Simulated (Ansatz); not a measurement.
**Response to strain in Au**

The parent structure is Au in the fcc (Cu type) structure (space group Fm-3m, No. 225; a = 4.083 Å; relaxed with 0.1 eV smearing). Axes: x, y, z lie along the cube axes.

Strains are applied to the cell and any free atomic positions relax.

All numbers come from Ansatz (a quantum-chemistry and plane-wave program), PBEsol, PAW, cutoff 420 eV, spin-orbit coupling left out.

Notes on the quantities. energy relative to the base: free energy F; pressure: mean of the normal stresses, compression positive.

| case | energy relative to the base | pressure | shortest interatomic distance |
|---|---|---|---|
| base | 0 meV/atom | 0.0 GPa | 2.887 Å |
| tensor shear ε_xy = +2.00 % | +3.1 meV/atom | 0.3 GPa | 2.829 Å |
| tensor shear ε_xy = +0.86 % | +0.6 meV/atom | 0.1 GPa | 2.862 Å |
| tensor shear ε_xy = +1.43 % | +1.6 meV/atom | 0.1 GPa | 2.846 Å |
| tensor shear ε_xy = +0.57 % | +0.3 meV/atom | 0.0 GPa | 2.871 Å |
| tensor shear ε_xy = +0.29 % | +0.1 meV/atom | 0.0 GPa | 2.879 Å |
| tensor shear ε_xy = +1.71 % | +2.3 meV/atom | 0.2 GPa | 2.838 Å |
| tensor shear ε_xy = +1.14 % | … | 0.1 GPa | … |

Q: Some entries are withheld; estimate them.

A: 
- tensor shear ε_xy = +1.14 %, energy relative to the base: +1.1 meV/atom
- tensor shear ε_xy = +1.14 %, shortest interatomic distance: 2.854 Å

No phonon test of stability was made.
